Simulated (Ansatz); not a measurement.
**BN: energy against strain**

BN (zinc blende, F-43m, 5.738 Å³/atom at rest) under an equal strain ε in the (001) plane with the normal axis free, as in a coherent film. LDA in Ansatz, a plane-wave DFT program (PAW, default set), 420 eV, 16×16×16 Γ-centred mesh, Fermi-Dirac smearing 0.05 eV; ions are relaxed within the symmetry of each cell.

Here s stands for strain and y for E less E0.

| strain (%) | E less E0 (meV/atom) |
|---|---|
| -1.50 | 7.69 |
| -1.00 | 3.39 |
| -0.50 | 0.84 |
| 0.00 | 0.00 |
| 0.50 | 0.83 |
| 1.00 | 3.26 |
| 1.50 | 7.24 |
| 3.00 | ? |

Q: Using a parabola, estimate the missing y at s = 3.00 from the other rows, showing the fit.

A: Least squares gives y = 0.005 - 0.1157·s + 3.3162·s². Residuals (row less fit): 0.050, -0.047, -0.052, -0.005, 0.054, 0.054, -0.053; standard error 0.063 (degrees of freedom: 4). Twice the quadratic coefficient over the volume, 2 × 3.3162 meV × 10⁴ × 0.1602 / 5.738 Å³, is twice the biaxial elastic modulus of this plane = 1852 ± 15 GPa. At the withheld row, y = 0.005 - 0.1157 × 3.0 + 3.3162 × 3.0² = 29.504 meV/atom. The calculation gives 28.10 meV/atom, 1.404 meV/atom below the prediction (5.0 % of the range of y in the table). The row lies outside the fitted rows, so this is an extrapolation. From the scatter of the fitted rows alone, a prediction at this place has a standard error of 0.242 meV/atom, so the miss is 5.8 times that.

One order more, fitted to all 13 runs of the series, follows each within 0.02, so the miss is the next term of a smooth law. Rows are the converged runs of the series near zero and its far end; series whose fitted rows scatter by over a few per cent of the range, as at a crossing or softening among them, aren't shown in this form. Most that stay on the fit to the last digits aren't either.
